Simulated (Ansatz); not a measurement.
The reference is CdS in the zinc blende structure (space group F-43m, No. 216).

```yaml
crystal:
  lattice:
    - [0.00000, 2.91212, 2.91212]
    - [2.91212, 0.00000, 2.91212]
    - [2.91212, 2.91212, 0.00000]
  atoms:
    - { symbol: Cd, position: [0.00000, 0.00000, 0.00000] }
    - { symbol: S, position: [0.25000, 0.25000, 0.25000] }
```

Cartesian axes are those of the cell as printed.

Computed with PBEsol (Ansatz, an electronic-structure program, PAW, no spin-orbit coupling).

Before the change:

Electron mass: 0.11 mₑ (at Γ)
Band gap: 1.01 eV
Valence-band top at Γ: 0.00, 0.00, 0.00 eV

One thing is altered: biaxial strain +2.50 %, plane normal [001], relaxed out of plane (Cartesian); in-plane vectors clamped, the third vector and the atoms free.

Task: How does this affect the electron mass, out-of-plane strain, in-plane stress, band gap and valence-band top at Γ?

Result: The electron mass goes from 0.11 mₑ (at Γ) to 0.10 mₑ out of plane, 0.11 mₑ in plane (at Γ); the out-of-plane strain comes out as -3.80 %; the mean in-plane stress (compression positive) comes out as -1.1 GPa; the band gap decreases by 0.14 eV, from 1.01 eV to 0.87 eV; the valence-band top at Γ (three highest levels, from the VBM) changes from 0.00, 0.00, 0.00 eV to 0.00, -0.17, -0.17 eV.

Masses are band curvatures over ±0.01 Å⁻¹ around the edge. Stability against distortions was not tested.
